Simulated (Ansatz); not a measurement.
Consider this model of amorphous hafnium silicate (Si$_{20}$O$_{47}$Hf$_{4}$).

```xyz
71
Lattice="10.1741 0.0000 0.0000 0.0000 10.1741 0.0000 0.0000 0.0000 10.1741" Properties=species:S:1:pos:R:3 pbc="T T T"
Si     9.5519     4.7964     1.3904
Si     1.2838     2.5627     0.4320
Si     4.5212     8.3756     5.0015
Si     9.3841     2.6168     5.4459
Si     0.0743     9.8537     6.3613
Si     6.2816     6.5058     3.5076
Si     0.7369     9.9184     1.8565
Si     5.9690     0.7359     4.9761
Si     4.5220     9.9738     7.3951
Si     6.9174     9.2277     9.9674
Si     1.7533     8.5689     4.0527
Si     4.1466     3.5083     0.3086
Si     1.4545     5.8397     3.2480
Si     3.9205     6.3453     1.3376
Si     8.4859     7.8562     7.6838
Si     9.6516     7.7997     0.1947
Si     2.1235     3.9019     5.5124
Si     1.9481     0.5904     8.5745
Si     4.0126     9.3498     0.1237
Si     5.9086     1.2444     0.8969
O      3.9035     7.8298     0.6639
O      4.2493     5.1406     0.2774
O      5.5689     0.8194     6.6295
O      9.4778     6.3132     0.8001
O      9.6187     9.8249     2.8452
O      0.2086     3.7740     0.4094
O      9.6293     1.1017     5.9433
O      5.1159     6.2152     2.4375
O      6.8457     5.0428     4.0907
O      2.6135     4.3333     7.0336
O      3.2020     0.8088     7.4875
O      2.2688     5.1387     4.4563
O      9.6922     7.5887     8.7614
O      2.7294     3.0745     1.0141
O      7.9167     6.4654     7.0854
O      4.5204     0.3875     1.1120
O      0.7186     8.6286     0.8258
O      0.7610     1.2579     1.2648
O      2.0147     9.6190     2.8252
O      8.7584     2.6366     3.9338
O      3.1856     7.8373     4.3092
O      1.4603     2.0566     9.0536
O      4.8456     9.8468     4.3495
O      8.0674     4.2050     1.6290
O      4.8593     9.4425     8.8837
O      3.1928     2.6986     5.2589
O      8.3209     3.4044     6.4055
O      8.4220     8.8556     0.5802
O      4.3063     2.8164     9.0515
O      2.5417     9.8708     9.7889
O      0.2188     4.8911     2.7931
O      5.6532     7.1997     4.8695
O      0.8028     7.2872     3.6925
O      5.4533     2.8500     1.1800
O      5.9387     2.2769     4.4940
O      7.3023     8.6958     8.4261
O      9.1051     8.7096     6.4420
O      0.7451     9.9985     7.8436
O      6.9603     1.1539     2.1744
O      7.4349     7.4765     2.9737
O      0.5747     3.4556     5.4811
O      7.3268    10.1097     4.5974
O      5.5315     4.3757     6.9091
O      1.2540     9.3716     5.3586
O      2.4680     6.0768     1.9887
O      4.2735     8.6018     6.5898
O      6.8189     0.8000     9.7882
Hf     7.1368     3.1041     3.0162
Hf     7.1646     4.9374     6.1594
Hf     7.7419     9.4318     2.7613
Hf     4.1129     3.0468     7.0581
```

Method: PBE, scalar-relativistic without spin-orbit coupling (plane waves to 420 eV, PAW; Ansatz, a quantum-chemistry and plane-wave program). The usual formal charges leave 2 electrons over, so the level spacing at the Fermi energy parts defect or band states and needn't be the band gap.

Preparation: random packing, a CHGNet melt and quench, and a DFT relaxation. O atoms were pushed apart under 1.9 Å during the dynamics, to hinder bonds among them. The hot cell started wider than the set density and was brought back towards it in steps. It is the lowest in DFT energy of 4 quenches. It is a model cell: composition and starting density were chosen by hand, and all elements were melted together. No dispersion term was used. Its density started from a set value of 3.20 and ended at 3.20 g/cm³. The simulated quench (nominally 480 K/ps over its main leg) is rapid and tends to freeze in more defects than a deposited or slowly cooled glass has. One small periodic cell is one sample of the glass; other quenches scatter about these values. The volume was held where the preparation left it, at a PBE pressure of 2.4 GPa. Stress components on the final sampling reach 4.4 GPa. Cycles of charging lowered its energy after that relaxation.

Neighbours within Si-Si 2.60 Å, Si-O 1.92 Å, Si-Hf 2.89 Å, O-O 1.58 Å, O-Hf 2.65 Å, Hf-Hf 3.34 Å count as bonded. Two cations that share two anions don't count as bonded, nor two that share one unless they lie closer than Si-Si 2.38 Å, Si-Hf 2.81 Å, Hf-Hf 3.25 Å.

Q: Give the coordination numbers, mean bond lengths and angles.

A: 
- Mean coordination of Si by anions = 3.95 (1 with 3, 19 with 4)
- Mean coordination of O = 2.11 (42 with 2, 5 with 3)
- Mean coordination of Hf by anions = 5.00 (1 with 4, 2 with 5, 1 with 6)
- Mean Si-O bond = 1.637 Å (spread 0.028 Å, 79 counted)
- Mean O-Hf bond = 2.078 Å (spread 0.175 Å, 20 counted)
- Bond angle at Si = mean 109.3°, spread 4.9°
- Bond angle at O = mean 132.0°, spread 19.2°
- Bond angle at Hf = mean 106.1°, spread 27.2°

Q: Which atoms depart from the most common coordination of their element?

A: Si10 has 3 (O56 1.68 Å, O48 1.74 Å, O67 1.76 Å); O29 has 3 (Si6 1.67 Å, Hf69 2.10 Å, Hf68 2.24 Å); O31 has 3 (Si9 1.66 Å, Si18 1.67 Å, Hf71 2.45 Å); O48 has 3 (Si16 1.67 Å, Si10 1.74 Å, Hf70 2.36 Å); O54 has 3 (Si20 1.69 Å, Si12 1.70 Å, Hf68 2.50 Å); O59 has 3 (Si20 1.66 Å, Hf68 2.13 Å, Hf70 2.13 Å); Hf68 has 6 (O40 1.92 Å, O44 2.00 Å, O55 2.07 Å, O59 2.13 Å, O29 2.24 Å, O54 2.50 Å); Hf69 has 4 (O63 1.88 Å, O47 1.94 Å, O35 1.94 Å, O29 2.10 Å).

Q: List the pairs of like atoms that count as bonded by the rules above.

A: There are none by these rules.
